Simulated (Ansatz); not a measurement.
```yaml
crystal:
  lattice:
    - [0.00000, 2.81660, 2.80252]
    - [2.81660, 0.00000, 2.80252]
    - [2.81660, 2.81660, 0.00000]
  atoms:
    - { symbol: Ca, position: [0.00000, 0.00000, 0.00000] }
    - { symbol: S, position: [0.50000, 0.50000, 0.50000] }
```

No spin polarisation.

Calculations: PBEsol in Ansatz (plane waves to 420 eV, PAW, without spin-orbit coupling). k-mesh 10×10×10 (Γ-centred); smearing 0.05 eV (Fermi–Dirac).

Task: Estimate the valence-band top at Γ (three highest levels, from the VBM).

Result: 0.00, -0.01, -0.01 eV.

Task: What band gap does the calculation give?

Result: 2.14 eV.

The cells carry an imposed strain or load. Whether these cells are dynamically stable was not tested. The cell was made from CaS in the rock salt structure (space group Fm-3m, No. 225) by this change: uniaxial strain ε_zz = −0.50 %.

Ansatz is a first-principles code.
